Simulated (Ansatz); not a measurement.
Re under load (space group P6_3/mmc), Ansatz (an electronic-structure program) with PBEsol, DFPT electron-phonon coupling, linearised Boltzmann equation. Condition of this run: biaxial stress xx = yy = 3 GPa (compression positive) (the target of the relaxation). Phonon-limited resistivity 9.37 μΩ·cm at 300 K along z (a = (2.74, 0.00, 0.00) Å; b = (-1.37, 2.37, 0.00) Å; c = (0.00, 0.00, 4.46) Å), 12.8 μΩ·cm at 400 K, current-weighted mean free path 5.9 nm, Drude plasma energy 8.98 eV.

What is the classical skin depth at 1 GHz (nonmagnetic, μ₀ = 1.257×10⁻⁶ H/m)?

δ = √(ρ/(π f μ₀)) = 4870 nm.

Estimate the electronic thermal conductivity at 300 K by the Wiedemann-Franz law (L₀ = 2.44×10⁻⁸ W·Ω/K²).

L₀T/ρ = 2.44×10⁻⁸ × 300/(9.37×10⁻⁸) = 78.1 W/(m·K). Inelastic scattering puts the true Lorenz number somewhat under L₀ near and below the Debye temperature.

What Drude relaxation time do resistivity and plasma energy imply?

ω_p = 1.36e16 s⁻¹, so τ = 1/(ε₀ ω_p² ρ) = 6.48 fs, a damping ħ/τ of 102 meV.

A metal at this level (no band gap). Only scattering by harmonic phonons is included (no impurities, grain boundaries, electron-electron scattering or thermal expansion). Spin-orbit coupling is left out, which matters with elements this heavy. Halving the electron mesh (36x36x20) moves the resistivity by up to 3 % at 300 K, the mean free path by up to 4 %. Smearing 0.20 eV; phonons on a 6x6x3 q mesh, which this run doesn't test.
